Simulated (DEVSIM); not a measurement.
Structure: abrupt Si n-p junction, at 300 K.

| layer (left to right) | material | thickness (μm) | Nd (cm⁻³) | Na (cm⁻³) | τn (s) | τp (s) |
|---|---|---|---|---|---|---|
| 1 | Si | 2.60 | 1.7e15 | - | 2.4e-6 | 2.4e-6 |
| 2 | Si | 5.20 | - | 8.1e14 | 2.4e-6 | 2.4e-6 |

Left contact: ohmic. Right contact: ohmic. Voltage is applied to the left contact. Recombination: SRH at mid-gap, radiative. Mobility is μmin + (μ − μmin)/(1 + (N/Nref)^α).

This is a model device: material constants are rounded textbook-type values typed into the input, and sizes, dopings and lifetimes were drawn at random. Values at 300 K.

| parameter | Si |
|---|---|
| gap (eV) | 1.124 |
| affinity (eV) | 4.05 |
| permittivity | 11.7 |
| Nc (cm⁻³) | 2.86e19 |
| Nv (cm⁻³) | 3.1e19 |
| μn (cm²/Vs) | 1417 |
| μp (cm²/Vs) | 470 |
| μn,min | 52 |
| μp,min | 45 |
| Nref,n | 9.7e16 |
| Nref,p | 2.2e17 |
| αn | 0.68 |
| αp | 0.72 |
| B (cm³/s) | 4.7e-15 |

Model (solved in DEVSIM): 1D drift-diffusion, Boltzmann statistics, complete ionisation; no tunnelling, impact ionisation, image-force lowering or self-heating.

The thickness of layer 1 was swept, all else fixed.

```tsv
thickness of layer 1 (μm)	dark forward voltage at 1 A/cm² (V)	dark forward voltage at 100 A/cm² (V)
0.52	0.500	0.788
0.91	0.510	0.772
1.6	0.516	0.765
2.6	0.520	0.767
4.4	0.523	0.780
7.8	0.525	0.813
13	0.528	0.865
```

From the first row to the last the dark forward voltage at 1 A/cm² goes from 0.500 to 0.528. From the first row to the last the dark forward voltage at 100 A/cm² goes from 0.788 to 0.865.
